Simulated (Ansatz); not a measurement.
Consider CsCl in the CsCl type structure (space group Pm-3m, No. 221; a = 4.1403 Å). Axes: x, y, z lie along the cube axes.

The values are results of r2SCAN (Ansatz, a quantum-chemistry and plane-wave program; PAW; 500 eV plane waves; no SOC), not measurements.

Strains are applied to the cell and any free atomic positions relax; under biaxial strain the out-of-plane vector relaxes too.

One change was made to it. Results:

The energy goes up by 2.0 meV/atom; the pressure (mean of the normal stresses, compression positive) goes from zero to 0.09 GPa; the band gap decreases by 0.07 eV, from 5.91 eV to 5.84 eV.

Task: Name the change that was made.
(A) biaxial strain −0.56 %, plane normal [001], relaxed out of plane
(B) strain tensor (xx, yy, zz, yz, xz, xy) = (+0.24, +3.12, +0.24, −0.87, −1.16, +2.58) %
(C) strain tensor (xx, yy, zz, yz, xz, xy) = (−1.37, +0.27, +0.82, +0.97, −1.25, −0.89) %

Result: C, strain tensor (xx, yy, zz, yz, xz, xy) = (−1.37, +0.27, +0.82, +0.97, −1.25, −0.89) %. For comparison, the energy relative to the base in the other runs: strain tensor (xx, yy, zz, yz, xz, xy) = (+0.24, +3.12, +0.24, −0.87, −1.16, +2.58) % gives +6.5 meV/atom; biaxial strain −0.56 %, plane normal [001], relaxed out of plane gives +0.3 meV/atom.

No phonon test of stability was made.
